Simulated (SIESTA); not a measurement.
A user runs SIESTA on Tc3Mo (P-6m2, 4 atoms in the cell) and asks whether the run is sound. The aim is a self-consistent single point with DFT, GGA PBEsol, numerical atomic orbitals DZP, PseudoDojo PBEsol standard norm-conserving potentials (rewritten from UPF to PSML).

Input:

```
# files in the folder: Tc.psml Mo.psml (PseudoDojo PBEsol standard)
SystemName  Tc3Mo
SystemLabel tc3mo

NumberOfAtoms                4
NumberOfSpecies              2
%block ChemicalSpeciesLabel
  1 43 Tc
  2 42 Mo
%endblock ChemicalSpeciesLabel
LatticeConstant              1.0 Ang
%block LatticeVectors
     2.763080000    0.000000000    0.000000000
    -1.381540000    2.392897000    0.000000000
     0.000000000    0.000000000    8.959258000
%endblock LatticeVectors
AtomicCoordinatesFormat      Ang
%block AtomicCoordinatesAndAtomicSpecies
     0.000000000    0.000000000    0.000000000  1
    -0.000001382    1.595265464    6.784666898  1
    -0.000001382    1.595265464    2.174591102  1
     0.000000000    0.000000000    4.479629000  2
%endblock AtomicCoordinatesAndAtomicSpecies

XC.functional                GGA
XC.authors                   PBEsol
PAO.BasisSize                SZ
PAO.EnergyShift              0.01 Ry
MeshCutoff                   400 Ry
%block kgrid.MonkhorstPack
   11   0   0  0.0
    0  11   0  0.0
    0   0   3  0.0
%endblock kgrid.MonkhorstPack
OccupationFunction           MP
OccupationMPOrder            1
ElectronicTemperature        0.136 eV

MaxSCFIterations             150
SCF.Mixer.Method             Pulay
SCF.Mixer.Weight             0.25
SCF.Mixer.History            6
SCF.DM.Tolerance             1.0E-05
Diag.ParallelOverK           true
WriteForces                  true
```

Output (repeated stretches shortened):

```
reinit: Reading from file input.fdf

reinit: System Name: Tc3Mo
reinit: System Label: tc3mo

coor:   Atomic-coordinates input format  =     Cartesian coordinates
coor:                                          (in Angstroms)

siesta: Atomic coordinates (Bohr) and species
   [... lines left out ...]
diag: Orthogonalization factor                      =  0.100E-05
diag: Memory factor                                 =  1.0000

superc: Internal auxiliary supercell:     9 x     9 x     3  =     243
superc: Number of atoms, orbitals, and projectors:    972   9720  17496

                        Single-point calculation

superc: Internal auxiliary supercell:     9 x     9 x     3  =     243
superc: Number of atoms, orbitals, and projectors:    972   9720  17496

outcell: Unit cell vectors (Ang):
        2.763080    0.000000    0.000000
       -1.381540    2.392897    0.000000
        0.000000    0.000000    8.959258

outcell: Cell vector modules (Ang)   :    2.763080    2.763080    8.959258
outcell: Cell angles (23,13,12) (deg):     90.0000     90.0000    120.0000
outcell: Cell volume (Ang**3)        :     59.2365
new_DM -- step:     1
Initializing Density Matrix...

Attempting to read DM from file... Failed...
DM filled with atomic data:

InitMesh: MESH = 30 x 30 x 108 = 97200
InitMesh: Mesh cutoff (required, used) =   400.000   401.611 Ry

stepf: Methfessel-Paxton step function
       Using Hermite-Gauss polynomials of order  1
        iscf     Eharris(eV)        E_KS(eV)     FreeEng(eV)     dDmax    Ef(eV) dHmax(eV)
   scf:    1    -8665.192773    -8782.437634    -8782.438661  0.954376 -3.695219 38.583302
   scf:    2    -7078.847593    -8315.140034    -8315.138144  1.645273 -2.581368126.550882
   scf:    3    -8800.498850    -8800.225538    -8800.226554  1.092353 -3.567032 13.818308
   scf:    4    -8826.097699    -8821.674755    -8821.674845  0.313511 -3.651459  4.293809
   scf:    5    -8822.359206    -8822.288954    -8822.291287  0.059869 -3.677619  0.441369
   [... 4 lines left out ...]
   scf:   10    -8822.308654    -8822.308663    -8822.310891  0.000443 -3.721368  0.012529
   scf:   11    -8822.308669    -8822.308668    -8822.310895  0.000158 -3.721313  0.001959
   scf:   12    -8822.308669    -8822.308669    -8822.310895  0.000018 -3.721315  0.000342
   scf:   13    -8822.308669    -8822.308669    -8822.310895  0.000003 -3.721323  0.000238
SCF Convergence by DM+H criterion
max |DM_out - DM_in|         :     0.0000028750
max |H_out - H_in|      (eV) :     0.0002375599
SCF cycle converged after 13 iterations

Using DM_out to compute the final energy and forces

siesta: E_KS(eV) =            -8822.3087

siesta: E_KS - E_eggbox =     -8822.3087

siesta: Atomic forces (eV/Ang):
     1   -0.000005    0.000002    0.000001
     2    0.000002   -0.000000   -0.104946
     3    0.000002   -0.000000    0.104945
     4   -0.000004    0.000002   -0.000000
   Tot   -0.000004    0.000003   -0.000000
   Max    0.104946
   Res    0.042844    sqrt( Sum f_i^2 / 3N )
   Max    0.104946    constrained

Stress tensor Voigt[x,y,z,yz,xz,xy] (kbar):      183.12      183.14      240.54        0.00       -0.00        0.02
   [... lines left out ...]
siesta: FreeEng =     -8822.310895
   [... lines left out ...]
siesta:     0.000011    0.114305    0.000000
siesta:    -0.000000    0.000000    0.150132

siesta: Cell volume =         59.236516 Ang**3

siesta: Pressure (static):
siesta:                Solid            Molecule  Units
siesta:          -0.00137496         -0.00134531  Ry/Bohr**3
siesta:          -0.12624295         -0.12352043  eV/Ang**3
siesta:        -202.26350334       -197.90154341  kBar
```

**Question.** Can these results be used? Check the input.

**Answer.** The run is not sound. The fault is a minimal basis. One orbital a valence shell has little freedom to describe bonding. To fix it, use a double-zeta basis with polarisation or better. The run converged in 13 iterations without an error; against the sound input the pressure goes from -9.39 to -20.23 GPa and the largest force goes from 0.014 to 0.105 eV/Å.

The sound input it was made from differs as follows (other fixes are possible):
```diff
-PAO.BasisSize                SZ
+PAO.BasisSize                DZP
```

With that input, the run converged in 16 iterations: free energy E − TS -8832.7043 eV; Fermi level (on the code's own zero) -5.51 eV; pressure -9.39 GPa; largest force (vector length) 0.014 eV/Å (DFT, GGA PBEsol, numerical atomic orbitals DZP, PseudoDojo PBEsol standard norm-conserving potentials (rewritten from UPF to PSML)).

On the sound input: the starting cell comes from a database of computed structures (which also holds hypothetical and non-ambient phases and stackings), without a prior relaxation at this level. Its lattice was rescaled by a random factor within 2.5 % of one. Spin polarisation is off. Values carry the incompleteness of an atom-centred basis. With a pressure of about -9 GPa the cell is away from its equilibrium volume at this level.
